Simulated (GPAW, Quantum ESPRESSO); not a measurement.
A Quantum ESPRESSO input for a self-consistent single point of SbPbBrO2 (I4mm, 5 atoms in the cell) (DFT, LDA (PZ), plane waves, GBRV 1.5 ultrasoft (LDA) pseudopotentials):

```fortran
&control
 calculation = 'scf'
 outdir = './tmp'
 pseudo_dir = './'
 tprnfor = .true.
 tstress = .true.
/
&system
 ibrav = 7
 celldm(1) = 7.4302708412
 celldm(3) = 3.306991731796
 nat = 5
 ntyp = 4
 ecutwfc = 40
 ecutrho = 200
 occupations = 'fixed'
 nbnd = 30
/
&electrons
 conv_thr = 1.0e-11
/
ATOMIC_SPECIES
Sb   121.7600  sb_lda_v1.4.uspp.F.UPF
Pb   207.2000  pb_lda_v1.uspp.F.UPF
Br    79.9040  br_lda_v1.4.uspp.F.UPF
O     15.9990  o_lda_v1.2.uspp.F.UPF
ATOMIC_POSITIONS crystal
Sb    0.0000000000    0.3289500000    0.3289500000
Pb    0.0000000000    0.6388100000    0.6388100000
Br    0.0000000000    0.9980100000    0.9980100000
O    -0.5000000000    0.2550200000    0.7550200000
O    -0.5000000000    0.7550200000    0.2550200000
K_POINTS automatic
7 7 7  0 0 0
```

**Question.** Give the GPAW input for the same structure, mesh, smearing and functional.

**Answer.** This is the input that was run; spellings and numerical settings could be chosen otherwise.

```python
from ase import Atoms
from ase.units import GPa
from gpaw import GPAW

atoms = Atoms(['Sb', 'Pb', 'Br', 'O', 'O'],
              cell=[[-1.965965, 1.965965, 6.501430],
                    [1.965965, -1.965965, 6.501430],
                    [1.965965, 1.965965, -6.501430]],
              scaled_positions=[[0.328950, 0.328950, 0.000000],
                                [0.638810, 0.638810, 0.000000],
                                [0.998010, 0.998010, 0.000000],
                                [0.755020, 0.255020, 0.500000],
                                [0.255020, 0.755020, 0.500000]],
              pbc=True)

calc = GPAW(mode={'name': 'pw', 'ecut': 900},
            xc='LDA',
            kpts=(7, 7, 7),
            occupations={'name': 'fermi-dirac', 'width': 0.0},
            nbands=-4,
            convergence={'bands': -2},
            symmetry={'symmorphic': False, 'tolerance': 0.0005},
            maxiter=150,
            txt='-')

atoms.calc = calc

energy = atoms.get_potential_energy()
print('Energy (eV):', round(energy, 6))
forces = atoms.get_forces()
print('Forces (eV/Ang):')
print(forces.round(5))
stress = atoms.get_stress()
print('Stress (GPa, Voigt):', (stress / GPa).round(4))
```

Basis, cutoffs, solver keys and any potentials are the target program's own. This input uses DFT LDA (Perdew-Wang 92), plane waves, GPAW PAW datasets LDA (gpaw-data 1.0.1). LDA parametrisations can differ slightly between programs.

The starting cell comes from a database of computed structures (which also holds hypothetical and non-ambient phases and stackings), without a prior relaxation at this level.
